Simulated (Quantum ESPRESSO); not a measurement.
# Habitual settings against a tight run: KHg₂ (Imma, 6 atoms in the cell)

Self-consistent single point.

```xyz
6
Lattice="-2.6076 3.9411 4.5421 2.6076 -3.9411 4.5421 2.6076 3.9411 -4.5421" Properties=species:S:1:pos:R:3 pbc="T T T"
K      2.6076     1.9705     4.0955
K      0.0000     1.9705     0.4467
Hg     2.6076     3.5199    -1.4795
Hg     0.0000     0.4211     6.0216
Hg     0.0000     4.3622     3.0627
Hg     2.6076    -0.4211     1.4795
```

Method of the run: PBEsol, GBRV 1.5 ultrasoft (PBESOL) pseudopotentials (plane waves; Quantum ESPRESSO).

Base settings: ecutwfc = 40 Ry; ecutrho = 200 Ry; occupations = smearing; smearing = marzari-vanderbilt; degauss = 0.0036749 Ry; potentials = {K: k_pbesol_v1.4.uspp.F.UPF, Hg: hg_pbesol_v1.uspp.F.UPF}; K_POINTS = automatic 5 5 5 1 1 1; conv_thr = 1e-11 Ry; mixing_beta = 0.5.

Tight run (finer mesh or higher cutoff; not a proven limit): ecutwfc: 40 Ry → 56 Ry; ecutrho: 200 Ry → 280 Ry; conv_thr: 1e-11 Ry → 7.3e-11 Ry; K_POINTS: automatic 5 5 5 1 1 1 → automatic 7 7 7 1 1 1. It gave Fermi level (on the code's own zero) 7.35 eV; pressure -0.84 GPa; largest force (vector length) 0.070 eV/Å.

Quick runs, as changes from the base:
- A: the base itself
- B: K_POINTS: automatic 5 5 5 1 1 1 → automatic 4 4 4 1 1 1
- C: ecutwfc: 40 Ry → 20 Ry; ecutrho: 200 Ry → 100 Ry; smearing: marzari-vanderbilt → methfessel-paxton; degauss: 0.0036749 Ry → 0.036749 Ry; conv_thr: 1e-11 Ry → 7.3e-05 Ry; pseudopotentials: {K: k_pbesol_v1.4.uspp.F.UPF, Hg: hg_pbesol_v1.uspp.F.UPF} → {K: k_lda_v1.4.uspp.F.UPF, Hg: hg_lda_v1.uspp.F.UPF}; K_POINTS: automatic 5 5 5 1 1 1 → automatic 4 4 4 1 1 1 [LDA (PZ)]
- D: ecutwfc: 40 Ry → 32 Ry; ecutrho: 200 Ry → 160 Ry; smearing: marzari-vanderbilt → methfessel-paxton; degauss: 0.0036749 Ry → 0.036749 Ry; conv_thr: 1e-11 Ry → 7.3e-05 Ry; K_POINTS: automatic 5 5 5 1 1 1 → automatic 2 2 2 1 1 1
- E: ecutwfc: 40 Ry → 24 Ry; ecutrho: 200 Ry → 120 Ry; conv_thr: 1e-11 Ry → 7.3e-05 Ry; K_POINTS: automatic 5 5 5 1 1 1 → automatic 3 3 3 1 1 1

Energies are extrapolated to zero smearing width, which holds to low order in the width alone (under cold and Methfessel-Paxton smearing the free energy itself is taken).

Dashes: energy of C, another energy zero; pressure of C, D, E, not trusted under this conv_thr with d or f elements; time of C, D, E, under 30 s.

† marks runs with another functional, U, potentials or spin treatment: their distance from the tight run is not a convergence error alone.

The count of work is k-points × plane waves × bands × iterations; it is no time. Core times come from one kind of shared machine and are given to one figure; runs under 30 s give none.

The starting cell comes from a database of computed structures (which also holds hypothetical and non-ambient phases and stackings), without a prior relaxation at this level. Its lattice was rescaled by a random factor within 2.5 % of one.

```
run  energy less tight (meV/atom)  pressure less tight (GPa)  largest miss in a force vector (eV/Å)  count of work / tight  core time / tight (rough)
---  ----------------------------  -------------------------  -------------------------------------  ---------------------  -------------------------
A                            17.2                      -0.36                                  0.035                   0.22                        0.3
B                            16.2                      -0.43                                  0.068                   0.17                        0.2
C†                              –                          –                                  0.080                  0.023                          –
D                           122.8                          –                                  0.316                  0.011                          –
E                           176.8                          –                                  0.117                  0.017                          –
```

Among the runs at the tight run's level, the energy misses run from 16.2 to 176.8 meV/atom.

Left out of this page: 1 run of the series outside the window shown, repeating another row's setting, or not comparable.
